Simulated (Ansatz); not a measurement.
System: interstitial H in wurtzite CdSe (charge state +1). The step: a concerted move, in which H travels most; the atom moves 1.85 Å along (0.24, 0.47, 0.06) of the unit cell; the moving atom starts with neighbours Se at 1.49 Å and ends with Se at 1.49 Å. A PBE band in Ansatz (plane-wave PAW, one k-point at (0.125, 0.250, 0.250), 72 host sites, 22 SCF runs with any check of the saddle's order, static, no finite-size correction) gives a forward barrier of 0.21 eV. The saddle point's order was not checked. The charge state is imposed; whether it is stable for some Fermi level was not computed. Sites that were not tried may lie lower.

Single points at the band's start and saddle point can refine it. Rough cost of one point, in units of the band's mean SCF on the same machine:

| Level | Cost of one point |
|---|---|
| PBE, a 2×2×2 k-point mesh shifted by half a step along c | about 3 |
| r2SCAN at 500 eV, one k-point at (0.125, 0.250, 0.250) | under 2 |

### Question
Which of these move the barrier by more than 0.1 eV, and how far does each move it?

### Answer
Not one does. PBE, a 2×2×2 k-point mesh shifted by half a step along c: -0.02 eV; r2SCAN at 500 eV, one k-point at (0.125, 0.250, 0.250): 0.00 eV. Each functional is compared with PBE at the same k-points.

Ansatz is an electronic-structure program.
